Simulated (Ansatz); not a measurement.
GaN, response to strain

Base system: GaN in the wurtzite structure (space group P6_3mc, No. 186; a = 3.218 Å, c = 5.243 Å).

Strains are applied to the cell and any free atomic positions relax.

Calculations: PBE, PAW, 420 eV (Ansatz, a program for electronic structure; no SOC).

Notes on the quantities. energy relative to the base: free energy F.

| isotropic strain (%) | energy relative to the base (meV/atom) |
|---|---|
| 0 | 0.0 |
| 0.6 | 2.0 |
| 1.2 | 7.9 |
| 1.8 | 17.3 |
| 2.4 | ? |
| 3 | 46.2 |

Fit ΔE = Aε² + Bε³ (ε in %) to the rows shown and predict the withheld row.

Least squares on the printed values gives A = 5.67 and B = -0.18 meV/atom (largest residual 0.0 meV/atom); this predicts 30.2 meV/atom, and the run gives 30.2 meV/atom, in agreement.

Stability against distortions was not tested.
